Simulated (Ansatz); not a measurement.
Take AlN in the wurtzite structure (space group P6_3mc, No. 186; a = 3.107 Å, c = 4.979 Å) as the base.

Calculations: plane-wave PAW DFT at the r2SCAN level (Ansatz, a program for electronic structure, 500 eV), scalar-relativistic without spin-orbit coupling.

Before the change:

```
Item                                          Result
-----------------------------  ---------------------
Band gap                                     4.88 eV
Valence-band top at Γ          0.00, -0.22, -0.22 eV
Width of the top valence band                2.41 eV
Lattice parameter a                          3.107 Å
c/a ratio                                      1.602
```

One thing is altered: every Al is replaced by Ga; the structure is relaxed again.

Tabulated Pauling electronegativity and covalent radius: Al 1.61, 1.21 Å; Ga 1.81, 1.22 Å.

### Question
Estimate the effect on the band gap.

### Answer
The band gap decreases by 2.53 eV to 2.35 eV.

### Question
How does this affect the valence-band top at Γ?

### Answer
The valence-band top at Γ (three highest levels, from the VBM) becomes 0.00, 0.00, -0.04 eV (base: 0.00, -0.22, -0.22 eV).

### Question
What does the calculation give for the width of the top valence band after the change?

### Answer
The width of the top valence band grows by 0.44 eV to 2.85 eV.

### Question
What happens to the lattice parameter a?

### Answer
The lattice parameter a grows by 0.076 Å to 3.183 Å.

### Question
Estimate the effect on the c/a ratio.

### Answer
The c/a ratio goes up by 0.026 to 1.628.

No phonon test of stability was made.
